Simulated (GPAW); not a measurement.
**Input and output of a self-consistent single point for In (I4/mmm, 1 atom in the cell) (GPAW)**

Level of theory: PBE, GPAW PAW datasets PBE (gpaw-data 1.0.1) (plane waves; GPAW).

This input was run:

```python
from ase import Atoms
from ase.units import GPa
from gpaw import GPAW

atoms = Atoms(['In'],
              cell=[[-1.605289, 1.605289, 2.455507],
                    [1.605289, -1.605289, 2.455507],
                    [1.605289, 1.605289, -2.455507]],
              scaled_positions=[[0.000000, 0.000000, 0.000000]],
              pbc=True)

calc = GPAW(mode={'name': 'pw', 'ecut': 600},
            xc='PBE',
            kpts=(19, 19, 19),
            occupations={'name': 'fermi-dirac', 'width': 0.1},
            nbands=-9,
            convergence={'density': 1e-05, 'energy': 1e-05},
            symmetry={'symmorphic': False, 'tolerance': 0.0005},
            maxiter=120)

atoms.calc = calc

energy = atoms.get_potential_energy()
print('Energy (eV):', round(energy, 6))
forces = atoms.get_forces()
print('Forces (eV/Ang):')
print(forces.round(5))
stress = atoms.get_stress()
print('Stress (GPa, Voigt):', (stress / GPa).round(4))
```

The program printed (abridged):

```
Input parameters:
  convergence: {density: 1e-05,
                energy: 1e-05}
  kpts: [19 19 19]
  maxiter: 120
  mode: {ecut: 600,
         name: pw}
  nbands: -9
  occupations: {name: fermi-dirac,
                width: 0.1}
  symmetry: {symmorphic: False,
             tolerance: 0.0005}
  xc: PBE

species:
  In:
    name: Indium
    Z: 49.0
    valence: 13
    core: 36
    charge: 0.0
    file: In.PBE.gz

    # Using partial waves for In as LCAO basis

Reference energy: -159975.419660  # eV

Spin-paired calculation

Convergence criteria:
 Maximum [total energy] change in last 3 cyles: 1e-05 eV / valence electron
 Maximum integral of absolute [dens]ity change: 1e-05 electrons / valence electron
 Maximum integral of absolute [eigenst]ate change: 4e-08 eV^2 / valence electron
 Maximum number of scf [iter]ations: 120

Symmetries present (total): 16
Symmetries with fractional translations: 0
6859 k-points: 19 x 19 x 19 Monkhorst-Pack grid
550 k-points in the irreducible part of the Brillouin zone
       k-points in crystal coordinates                weights
   0:     0.00000000    0.00000000    0.00000000          1/6859
   1:     0.05263158   -0.05263158    0.00000000          4/6859
   2:     0.05263158   -0.05263158    0.05263158          4/6859
   [... 7 lines left out ...]
          ...
 549:     0.47368421    0.47368421    0.47368421          8/6859

Wave functions: Plane wave expansion
  Cutoff energy: 600.000 eV
  Number of coefficients (min, max): 832, 862
  Pulay-stress correction: 0.000000 eV/Ang^3 (de/decut=0.000000)

Occupation numbers: Fermi-Dirac:
  width: 0.1000  # eV

Eigensolver

Densities:
  Coarse grid: 20*20*20 grid
  Fine grid: 40*40*40 grid
  Total Charge: 0.000000

Density mixing:
  Method: separate
  Backend: pulay
  Linear mixing parameter: 0.05
  old densities: 5
  Damping of long wavelength oscillations: 50

Hamiltonian:
  XC and Coulomb potentials evaluated on a 40*40*40 grid
  External potential:
    NoExternalPotential

XC parameters: PBE with 2 nearest neighbor stencil

Number of atoms: 1
Number of atomic orbitals: 9
Number of bands in calculation: 15
Number of valence electrons: 13
Bands to converge: occupied

Density initialized from atomic densities
  9 bands from LCAO basis set
  6 bands from random numbers

Atomic positions and initial magnetic moments

Positions:
   0 In     0.000000    0.000000    0.000000    ( 0.0000,  0.0000,  0.0000)

Unit cell:
           periodic     x           y           z      points  spacing
  1. axis:    yes   -1.605289    1.605289    2.455507    20     0.1344
  2. axis:    yes    1.605289   -1.605289    2.455507    20     0.1344
  3. axis:    yes    1.605289    1.605289   -2.455507    20     0.1135

  Lengths:   3.344162   3.344162   3.344162
  Angles:  122.625634 122.625634  85.509415

Effective grid spacing dv^(1/3) = 0.1468

     iter     time        total  log10-change:
                         energy   eigst   dens
iter:   1 --:--:--    -2.793117
iter:   2 --:--:--    -2.789686   -2.22  -1.57
iter:   3 --:--:--    -2.764881   -2.43  -1.60
iter:   4 --:--:--    -2.776329   -3.18  -2.14
iter:   5 --:--:--    -2.761795   -3.43  -2.28
iter:   6 --:--:--    -2.761799   -4.70  -3.32
iter:   7 --:--:--    -2.761797c  -5.64  -3.35
iter:   8 --:--:--    -2.761821c  -5.41  -3.29
iter:   9 --:--:--    -2.761822c  -6.52  -4.37
iter:  10 --:--:--    -2.761822c  -7.65c -4.43
iter:  11 --:--:--    -2.761822c  -8.01c -4.38
iter:  12 --:--:--    -2.761822c  -7.86c -4.56
iter:  13 --:--:--    -2.761822c  -9.30c -4.96
iter:  14 --:--:--    -2.761822c  -8.95c -4.98
iter:  15 --:--:--    -2.761822c -11.06c -5.20c

Converged after 15 iterations.

Dipole moment: (0.000000, 0.000000, 0.000000) |e|*Ang

Energy contributions relative to reference atoms: (reference = -159975.419660)

Kinetic:        +12.518060
Potential:      -11.254183
External:        +0.000000
XC:              -4.184218
Entropy (-ST):   -0.014276
Local:           +0.165657
SIC:             +0.000000
--------------------------
Free energy:     -2.768960
Extrapolated:    -2.761822

Showing only first 2 kpts
 Kpt  Band  Eigenvalues  Occupancy
  0     4     -6.99362    2.00000
  0     5     -2.43342    2.00000
  0     6     18.15646    0.00000
  0     7     18.15647    0.00000

  1     4     -6.99950    2.00000
  1     5     -2.34644    2.00000
  1     6     17.55656    0.00000
  1     7     17.75081    0.00000

Fermi level: 7.34660

No gap
No difference between direct/indirect transitions
Energy (eV): -2.761822

Forces in eV/Ang:
  0 In   -0.00000   -0.00000    0.00000

Stress tensor:
    -0.020424     0.000000     0.000000
     0.000000    -0.020424     0.000000
     0.000000     0.000000    -0.019996
Stress (GPa, Voigt): [-3.2723 -3.2723 -3.2037  0.      0.      0.    ]
```

The run converged in 15 iterations. GPAW prints stress with tension positive.

The starting cell comes from a database of computed structures (which also holds hypothetical and non-ambient phases and stackings), without a prior relaxation at this level. Its lattice was rescaled by a random factor within 2.5 % of one. With a pressure of about 3 GPa the cell is away from its equilibrium volume at this level.

Cost on one core of a shared machine: roughly 60 s.
